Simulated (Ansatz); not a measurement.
## GeS (model structure, started from the 6H type, P6₃mc, No. 186, 12 atoms in the cell)

Computed with PBEsol (Ansatz, a program for electronic structure, plane waves, PAW).

Numerical settings: plane-wave cutoff 520 eV, 18×18×4 k mesh (along the axes of the cell as run), Fermi–Dirac smearing 0.05 eV, scalar-relativistic PAW data made under PBE.

Cell (relaxed with PBEsol):

GeS is taken in the hexagonal space group P6₃mc (No. 186), Pearson symbol hP12. Lattice parameters: a = b = 4.544 Å, c = 15.289 Å, α = β = 90.00°, γ = 120.00°. Ge1 on 2a has 1 S at 2.443 Å and 3 S at 2.628 Å. Ge2 on 2b has 1 S at 2.439 Å and 3 S at 2.635 Å and 1 S at 2.837 Å (trigonal bipyramidal). Ge3 on 2b is coordinated by 1 S at 2.402 Å and 3 S at 2.624 Å. S1 on 2a is surrounded by 1 Ge at 2.443 Å and 3 Ge at 2.635 Å. S2 on 2b sees 1 Ge at 2.439 Å and 3 Ge at 2.624 Å. S3 on 2b sees 1 Ge at 2.402 Å and 3 Ge at 2.628 Å and 1 Ge at 2.837 Å (trigonal bipyramidal). (Neighbours: up to the widest gap in distance over summed covalent radii, below 1.35, at either atom.)

```yaml
band_gap: 0.59 eV (on the SCF k mesh)
direct gap at Γ: 1.77 eV
```

Note: the relaxation could raise the start's symmetry but not lower it, so the cell can be a saddle point.

Spin–orbit coupling is not included.

Static lattice: no zero-point or thermal effects.

The result took roughly 3 core-minutes.

A model structure was made by putting elements into a prototype or built by hand; it is no filed structure, need not be a known phase, and can be a saddle point held by its symmetry.
